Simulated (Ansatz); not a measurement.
Start from BN in the zinc blende structure (space group F-43m, No. 216; a = 3.610 Å).

Computed with r2SCAN (Ansatz, a quantum-chemistry and plane-wave program, PAW, spin-orbit coupling left out).

Now apply this change: every lattice vector is shortened by 3.00 %, atoms relaxed at fixed cell.

### Question
Estimate the effect on the mean gap deformation potential ΔEg/Δln V.

### Answer
The mean gap deformation potential ΔEg/Δln V amounts to -1.2 eV.

The cells carry an imposed strain or load. No phonon test of stability was made.
